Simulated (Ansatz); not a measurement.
Take MgH2 in the CdI2 type structure (space group P-3m1, No. 164; a hypothetical phase, not in the database extracts checked) as the base.

```yaml
crystal:
  lattice:
    - [2.98402, 0.00000, 0.00000]
    - [-1.49201, 2.58424, 0.00000]
    - [0.00000, 0.00000, 4.11275]
  atoms:
    - { symbol: Mg, position: [0.00000, 0.00000, 0.00000] }
    - { symbol: H, position: [0.33333, 0.66667, 0.22675] }
    - { symbol: H, position: [0.66667, 0.33333, 0.77325] }
```

Cartesian axes are those of the cell as printed.

Calculations: DFT with PBE-D3(BJ), PAW potentials and a 420 eV plane-wave cutoff in Ansatz (a program for electronic structure), without spin-orbit coupling.

Now apply this change: the cell is stretched by 1.27 % along x with no lateral relaxation, atoms relaxed at fixed cell.

Q: Predict the stress tensor and what it implies for the stiffness.

A: Stress of the strained cell less that of the base (GPa, compression positive):
```
  -1.50    0.00    0.00
   0.00   -0.36    0.04
   0.00    0.04   -0.02
```

Then −Δσ_ii/ε with ε = 0.0127 gives secant stiffness values (nonlinear terms included at this strain): C11 ≈ 118 GPa and C12 ≈ 29 GPa.

Whether these cells are dynamically stable was not tested.
